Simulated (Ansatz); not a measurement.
Consider Sc in the hcp (Mg type) structure (space group P6_3/mmc, No. 194).

```xyz
2
Lattice="3.3194 0.0000 0.0000 -1.6597 2.8747 0.0000 0.0000 0.0000 5.1664" Properties=species:S:1:pos:R:3 pbc="T T T"
Sc     0.0000     1.9165     3.8748
Sc     1.6597     0.9582     1.2916
```

Calculations: Ansatz (a quantum-chemistry and plane-wave program), PBE, PAW, cutoff 420 eV, no spin-orbit coupling.

Base values:

```
Quantity              Result
-------------------  -------
Lattice parameter a  3.319 Å
c/a ratio              1.556
```

Perturbation: cell and atoms relaxed at a pressure of 7.5 GPa.

Q: How does this affect the lattice parameter a?

A: The lattice parameter a decreases by 0.1187 Å to 3.201 Å.

Q: Estimate the effect on the c/a ratio.

A: The c/a ratio drops by 0.008 to 1.548.

Load acts through the strain it causes; cell and atoms are relaxed under it. Whether these cells are dynamically stable was not tested. No other phases were tried under pressure. All final runs are without spin polarisation.
